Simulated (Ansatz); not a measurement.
## The (110) surface of bcc Nb, one row in 2 of the top plane missing (bottom of the slab: a bare face, its two planes held)

Method: PBE (plane waves to 420 eV, PAW; Ansatz, a first-principles code).

Slab: 11 atoms, 11.7 Å thick at the start; k 14x7x1, smearing 0.1 eV, dipole-corrected; 4 atoms held, the rest relaxed; start symmetry kept, larger cells not searched; no spin, no spin-orbit, no U. It is one candidate, not shown to be the stable structure of the face.

- work function of the top face = 3.69 eV
- energy released by relaxation = 0.37 eV
- cost = about 15 core-minutes (a rough figure)
